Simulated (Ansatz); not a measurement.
The starting structures come from a database of crystals and need not be the phases stable at ambient conditions.

 Where the default PAW files enter, the runs use the earlier of Ansatz's two default sets.

Tunnelling through a barrier is set by its complex band structure: the current falls as exp(−2κd) with the smallest κ.

Here is the system:

```yaml
crystal:
  lattice:
    - [3.90558, 0.00000, 0.00000]
    - [-1.95279, 3.38233, 0.00000]
    - [0.00000, 0.00000, 6.61041]
  atoms:
    - { symbol: Sc, position: [0.00000, 0.00000, 0.00000] }
    - { symbol: Ag, position: [0.00000, 0.00000, 0.50000] }
    - { symbol: Se, position: [0.33333, 0.66667, 0.23212] }
    - { symbol: Se, position: [0.66667, 0.33333, 0.76788] }
```

Space group of this cell: P-3m1. The cell is taken as given.

Transport runs along the normal of the first two printed cell vectors, the (001) plane of the conventional cell.

The gap is the functional's own. No spin-orbit coupling. Mid-gap values are interpolated on the energy grid.

Compute, with r2SCAN (Ansatz, an electronic-structure program), the band gap and the smallest decay constant κ at mid-gap.

Gap 0.99 eV on a 12×12×6 mesh; κ = 0.190 1/Å, at the zone centre.
